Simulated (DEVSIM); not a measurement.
# abrupt Si p-n junction

System: abrupt Si p-n junction, at 400 K.

```tsv
layer (left to right)	material	thickness (μm)	Nd (cm⁻³)	Na (cm⁻³)	τn (s)	τp (s)
1	Si	0.640	-	8.7e16	4.3e-6	4.3e-6
2	Si	1.60	3.8e18	-	4.3e-6	4.3e-6
```

Left contact: ohmic. Right contact: ohmic. Voltage is applied to the left contact. Recombination: SRH at mid-gap. Mobility is constant in doping.

This is a model device: material constants are rounded textbook-type values typed into the input, and sizes, dopings and lifetimes were drawn at random. Values at 300 K; Nc and Nv go as T^1.5, mobilities as T to minus their exponent, the gap by Varshni's rule with the affinity fixed.

```
parameter               Si
----------------  --------
gap (eV)             1.124
affinity (eV)         4.05
permittivity          11.7
Nc (cm⁻³)          2.86e19
Nv (cm⁻³)           3.1e19
μn (cm²/Vs)           1417
μp (cm²/Vs)            470
T exponent of μn       2.3
T exponent of μp       2.2
Varshni α (eV/K)  0.000473
Varshni β (K)          636
```

DEVSIM, 1D drift-diffusion, Boltzmann statistics, complete ionisation; no tunnelling, impact ionisation, image-force lowering or self-heating.

```
Property                                            Result
---------------------------------------------  -----------
Potential step across the device at zero bias      0.795 V
Largest field in the device at zero bias       170000 V/cm
Dark forward voltage at 1 A/cm²                    0.363 V
Dark forward voltage at 100 A/cm²                  0.524 V
```

Dark forward current:

```json
[
 {"V (V)": "0.05", "J (A/cm²)": "9.1e-5"},
 {"V (V)": "0.10", "J (A/cm²)": "0.00047"},
 {"V (V)": "0.15", "J (A/cm²)": "0.0021"},
 {"V (V)": "0.20", "J (A/cm²)": "0.0089"},
 {"V (V)": "0.25", "J (A/cm²)": "0.038"},
 {"V (V)": "0.30", "J (A/cm²)": "0.16"},
 {"V (V)": "0.35", "J (A/cm²)": "0.68"},
 {"V (V)": "0.40", "J (A/cm²)": "2.9"},
 {"V (V)": "0.45", "J (A/cm²)": "12"},
 {"V (V)": "0.50", "J (A/cm²)": "51"},
 {"V (V)": "0.55", "J (A/cm²)": "210"},
 {"V (V)": "0.60", "J (A/cm²)": "830"},
 {"V (V)": "0.65", "J (A/cm²)": "3000"}
]
```
